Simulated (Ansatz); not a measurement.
Defect migration in bcc W: Hf-vacancy pair (Hf on one host W site, one W site vacant), neutral cell. Computed with PBE, PAW (plane waves to 420 eV; Ansatz, a program for electronic structure).

36-site cell at the relaxed PBE lattice, a 2×2×3 k-point mesh shifted by half a step, smearing 0.10 eV, spin-restricted, no finite-size correction. Energies are static. Spin-orbit coupling is left out. Forms of the defect that were not tried may lie lower.

Barriers: single points on a 3×3×5 k-point mesh shifted by half a step at the bands' geometries.

The step: direct exchange of Hf with the vacancy (Hf-vacancy distance between ideal sites 2.76 Å throughout). Atoms about the jump, Cartesian Å from the middle of the jump, before and after:

```
atom     x0     y0     z0     x1     y1     z1
----  -----  -----  -----  -----  -----  -----
Hf1   -0.68  -0.68  -0.68   0.68   0.68   0.68
W2    -0.80   2.41  -0.80  -0.84   2.43  -0.84
W3     2.41  -0.80  -0.80   2.43  -0.84  -0.84
W4     0.84  -2.43   0.84   0.80  -2.41   0.80
W5    -2.43   0.84   0.84  -2.41   0.80   0.80
W6    -0.80  -0.80   2.42  -0.84  -0.84   2.46
W7     0.84   0.84  -2.46   0.80   0.80  -2.42
W8     2.37   2.37  -0.78   2.39   2.39  -0.82
W9    -2.39  -2.39   0.82  -2.37  -2.37   0.78
W10    2.38  -0.78   2.35   2.39  -0.83   2.39
W11   -0.78   2.38   2.35  -0.83   2.39   2.39
W12   -2.39   0.83  -2.39  -2.38   0.78  -2.35
W13    0.83  -2.39  -2.39   0.78  -2.38  -2.35
```

### Question
Predict the transition state.

### Answer

```tsv
atom	x	y	z
Hf1	0.00	0.00	-0.01
W2	-0.86	2.47	-0.86
W3	2.47	-0.86	-0.86
W4	0.85	-2.48	0.84
W5	-2.48	0.85	0.84
W6	-0.84	-0.84	2.51
W7	0.83	0.83	-2.53
W8	2.34	2.34	-0.82
W9	-2.34	-2.34	0.80
W10	2.37	-0.81	2.33
W11	-0.81	2.38	2.33
W12	-2.38	0.81	-2.35
W13	0.81	-2.38	-2.35
```
It lies 0.85 eV above the start and 0.85 eV above the end. The saddle point's order was not checked, and it lies on a symmetry element of the cell, where a band can be held.
